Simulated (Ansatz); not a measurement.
What uniaxial strain ε_zz = −1.50 % does to ZnAu

Consider ZnAu in the CsCl type structure (space group Pm-3m, No. 221; a = 3.1286 Å; relaxed with 0.1 eV smearing). Axes: x, y, z lie along the cube axes.

Perturbation: uniaxial strain ε_zz = −1.50 %, all other strain components held at zero; the atoms relax in the strained cell.

Calculations: PBEsol/PAW in Ansatz (a first-principles code), no spin-orbit coupling. k-mesh 18×18×18 (Γ-centred); smearing 0.1 eV (Fermi–Dirac).

* **Volume per atom**: 15.08 Å³ (base 15.31 Å³)
* **Space group**: P4/mmm (No. 123) (base Pm-3m (No. 221))
* **Shortest interatomic distance**: 2.696 Å (base 2.709 Å)
* **Energy relative to the base (free energy F)**: +1.7 meV/atom
* **Pressure (mean of the normal stresses, compression positive)**: 2.3 GPa (base 0.0 GPa)
* **Band gap**: zero (base zero)
* **Stress (xx, yy, zz, yz, xz, xy; compression positive)**: (2.2, 2.2, 2.4, 0.0, 0.0, 0.0) GPa

Final structure:

```
ZnAu
1.0
    3.12862     0.00000     0.00000
    0.00000     3.12862     0.00000
    0.00000     0.00000     3.08169
Zn Au
1 1
Cartesian
  1.56431   1.56431   1.54085
  0.00000   0.00000   0.00000
```

Stability against distortions was not tested.
